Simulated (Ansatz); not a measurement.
Seebeck coefficient (μV/K, mean over directions) of p-type WS2 (P6_3/mmc) against carrier density, r2SCAN+D4 with spin-orbit coupling, rigid bands (Ansatz, a first-principles code). Computed gap 1.12 eV; densities at which minority carriers matter at this gap, or further valleys turn the trend, are left out. Conductivity mass 0.68 mₑ (harmonic mean over directions), N_v = 1.4e19 cm⁻³ at 300 K.

| hole density | 300 K | 500 K |
|---|---|---|
| 1e16 cm⁻³ | 839 | 905 |
| 1e17 cm⁻³ | 640 | 707 |
| 1e18 cm⁻³ | 442 | … |
| 3e18 cm⁻³ | 349 | 415 |
| 1e19 cm⁻³ | 249 | 313 |
| 3e19 cm⁻³ | … | 223 |
| 1e20 cm⁻³ | 89 | 135 |
| 3e20 cm⁻³ | 46 | 75 |
| 1e21 cm⁻³ | … | 51 |

Task: What belongs in the gaps?

Result: 
- 1e18 cm⁻³, 500 K: 509
- 3e19 cm⁻³, 300 K: 164
- 1e21 cm⁻³, 300 K: 33

Rigid bands with a gap fixed in temperature, one relaxation time for all states, no polarons or phonon drag, and whether or not such doping can be reached. Geometry: cell and atoms relaxed with r2SCAN+D4.
